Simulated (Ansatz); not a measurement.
## Fermi-surface data of Os (P6_3/mmc)

Data:

```xyz
2
Lattice="2.7260 0.0000 0.0000 -1.3630 2.3608 0.0000 0.0000 0.0000 4.3169" Properties=species:S:1:pos:R:3 pbc="T T T"
Os     0.0000     1.5739     1.0792
Os     1.3630     0.7869     3.2377
```

All values below come from PBEsol with spin-orbit coupling, rigid bands (plane waves, PAW; Ansatz, a first-principles code). Condition of this run: spin-orbit coupling switched on. How the cell was made: cell and atoms relaxed with PBEsol.

```json
{
 "density of states at the Fermi level": "1.20 states/(eV·cell), both spins",
 "bare Sommerfeld coefficient": "1.41 mJ/(mol of atoms·K²)",
 "drude_plasma_energy": "7.6 (x), 7.6 (y), 9.0 (z) eV",
 "root-mean-square Fermi velocity": "7.7e5 m/s",
 "resistivity times τ": "8.4 (x), 8.4 (y), 6.0 (z) ×10⁻²² Ω·m·s",
 "resistivity_times_mean_free_path": "6.8 (x), 6.8 (y), 4.5 (z) ×10⁻¹⁶ Ω·m²"
}
```

A metal at this level (no band gap); rigid bands, thermally averaged at 300 K, both spins. τ is one relaxation time for all states; the product of resistivity and mean free path takes one path for all states instead.
